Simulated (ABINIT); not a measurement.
Worked example: self-consistent single point of Pd (Fm-3m, 1 atom in the cell) in ABINIT

Method of the run: PBE, PAW (JTH v2.0 PBE PAW) (plane waves; ABINIT 10.0.3).

Input:

```
# Pd, JTH v2.0 PBE PAW
pp_dirpath "./"
pseudos "Pd.GGA_PBE-JTH.xml"
acell 2.7588973150 2.7588973150 2.7588973150 Angstrom
rprim
        -0.0000000000    0.7071067812    0.7071067812
         0.7071067812    0.0000000000    0.7071067812
         0.7071067812    0.7071067812   -0.0000000000
natom 1
ntypat 1
znucl 46
typat 1
xcart
         0.0000000000    0.0000000000    0.0000000000
      Angstrom
ecut 48 Ry
pawecutdg 96 Ry
pawxcdev 0
ixc 11
occopt 3
tsmear 0.00367493
nband 14
kptopt 1
ngkpt 8 8 8
nshiftk 1
shiftk 0 0 0
nstep 60
tolvrs 1.0e-10
prtwf 0
prtden 0
prtvol 1
enunit 1
```

Output, abridged:

```
 Symmetries : space group Fm -3 m (#225); Bravais cF (face-center cubic)

 -outvars: echo values of preprocessed input variables --------
            acell      5.2135603541E+00  5.2135603541E+00  5.2135603541E+00 Bohr
             ecut      2.40000000E+01 Hartree
           enunit           1
              ixc          11
         kptrlatt        8    0    0      0    8    0      0    0    8
          kptrlen      4.17084828E+01
            natom           1
            nband          14
            ngfft          24      24      24
          ngfftdg          36      36      36
             nkpt          29
            nstep          60
             nsym          48
           ntypat           1
           occopt           3
        pawecutdg      4.80000000E+01 Hartree
         pawxcdev           0
            rprim     -0.0000000000E+00  7.0710678120E-01  7.0710678120E-01
                       7.0710678120E-01  0.0000000000E+00  7.0710678120E-01
                       7.0710678120E-01  7.0710678120E-01 -0.0000000000E+00
          spgroup         225
           tolvrs      1.00000000E-10
           tsmear      3.67493000E-03 Hartree
            typat      1
           useylm           1
            znucl       46.00000

== DATASET  1 ==================================================================

 Exchange-correlation functional for the present dataset will be:
  GGA: Perdew-Burke-Ernzerhof functional - ixc=11
 Citation for XC functional:
  J.P.Perdew, K.Burke, M.Ernzerhof, PRL 77, 3865 (1996)

 Real(R)+Recip(G) space primitive vectors, cartesian coordinates (Bohr,Bohr^-1):
 R(1)=  0.0000000  3.6865439  3.6865439  G(1)= -0.1356284  0.1356284  0.1356284
 R(2)=  3.6865439  0.0000000  3.6865439  G(2)=  0.1356284 -0.1356284  0.1356284
 R(3)=  3.6865439  3.6865439  0.0000000  G(3)=  0.1356284  0.1356284 -0.1356284
 Unit cell volume ucvol=  1.0020473E+02 bohr^3
 Angles (23,13,12)=  6.00000000E+01  6.00000000E+01  6.00000000E+01 degrees

 Coarse grid specifications (used for wave-functions):

 getcut: wavevector=  0.0000  0.0000  0.0000  ngfft=  24  24  24
         ecut(hartree)=     24.000   => boxcut(ratio)=   2.08740

 Fine grid specifications (used for densities):

 getcut: wavevector=  0.0000  0.0000  0.0000  ngfft=  36  36  36
         ecut(hartree)=     48.000   => boxcut(ratio)=   2.21402

   8.19652814E+02                                ecore*ucvol(ha*bohr**3)

_setup2: Arith. and geom. avg. npw (full set) are     562.189     562.168

--- !BeginCycle
solver: {iscf: 17, nstep: 60, nline: 4, wfoptalg: 10, }
tolerances: {tolvrs: 1.00E-10, }
...

     iter   Etot(hartree)      deltaE(h)  residm     nres2
 ETOT  1  -124.50527767685    -1.245E+02 6.943E+01 8.060E+01
 ETOT  2  -128.83329708149    -4.328E+00 1.664E-01 4.092E+01
 ETOT  3  -128.81874789549     1.455E-02 1.193E-01 8.154E+00
 ETOT  4  -128.82300924766    -4.261E-03 8.543E-02 7.535E+00
 ETOT  5  -128.82314535332    -1.361E-04 1.450E-02 6.859E+00
 ETOT  6  -128.82092216739     2.223E-03 4.721E-03 2.948E+00
   [... 19 lines left out ...]
 ETOT 26  -128.82004767818     1.423E-09 7.832E-06 6.134E-09
 ETOT 27  -128.82004767841    -2.305E-10 1.467E-05 5.591E-08
 ETOT 28  -128.82004767837     4.201E-11 8.231E-06 2.010E-10
 ETOT 29  -128.82004767837    -7.191E-12 1.557E-05 1.275E-09
 ETOT 30  -128.82004767837     7.390E-13 8.761E-06 4.634E-12

 At SCF step   30       nres2   =  4.63E-12 < tolvrs=  1.00E-10 =>converged.

 Cartesian components of stress tensor (hartree/bohr^3)
  sigma(1 1)= -2.12806636E-04  sigma(3 2)=  0.00000000E+00
  sigma(2 2)= -2.12806636E-04  sigma(3 1)=  0.00000000E+00
  sigma(3 3)= -2.12806636E-04  sigma(2 1)=  0.00000000E+00

 ----iterations are completed or convergence reached----

 reduced coordinates (array xred) for    1 atoms
       0.000000000000      0.000000000000      0.000000000000
 cartesian forces (eV/Angstrom) at end:
    1     -0.00000000000000    -0.00000000000000    -0.00000000000000
 frms,max,avg= 0.0000000E+00 0.0000000E+00   0.000E+00  0.000E+00  0.000E+00 e/A
 length scales=  5.213560354104  5.213560354104  5.213560354104 bohr
              =  2.758897315000  2.758897315000  2.758897315000 angstroms
 Fermi (or HOMO) energy (eV) =  11.71073   Average Vxc (eV)= -12.52245
 Eigenvalues (   eV  ) for nkpt=  29  k points:
 kpt#   1, nband= 14, wtk=  0.00195, kpt=  0.0000  0.0000  0.0000 (reduced coord)
 -72.48273  -37.99257  -37.99257  -37.99257    4.47936    8.82371    8.82371    8.82371
  10.41876   10.41876   28.71175   33.46514   33.46514   33.46514
 prteigrs : prtvol=0 or 1, do not print more k-points.

--- !EnergyTerms
comment             : Components of total free energy in Hartree
kinetic             :  1.32781186021552E+01
hartree             :  1.45544975566023E+01
xc                  : -4.28286110402091E+00
Ewald energy        : -1.00737666506382E+02
psp_core            :  8.17978174493265E+00
local_psp           : -4.99744230654765E+01
spherical_terms     : -9.83521593784121E+00
internal            : -1.28817768710030E+02
'-kT*entropy'       : -2.27605317960792E-03
total_energy        : -1.28820044763210E+02
total_energy_eV     : -3.50537168691408E+03
...

-Cartesian components of stress tensor (GPa)         [Pressure=  6.2610E+00 GPa]
- sigma(1 1)= -6.26098635E+00  sigma(3 2)=  0.00000000E+00
- sigma(2 2)= -6.26098635E+00  sigma(3 1)=  0.00000000E+00
- sigma(3 3)= -6.26098635E+00  sigma(2 1)=  0.00000000E+00

 Calculation completed.
```

The run converged in 30 iterations.

The starting cell has typed, rounded lattice constants, without a prior relaxation at this level. Its lattice was rescaled by up to half a per cent. Spin polarisation is off. With a pressure of about 6 GPa the cell is away from its equilibrium volume at this level.
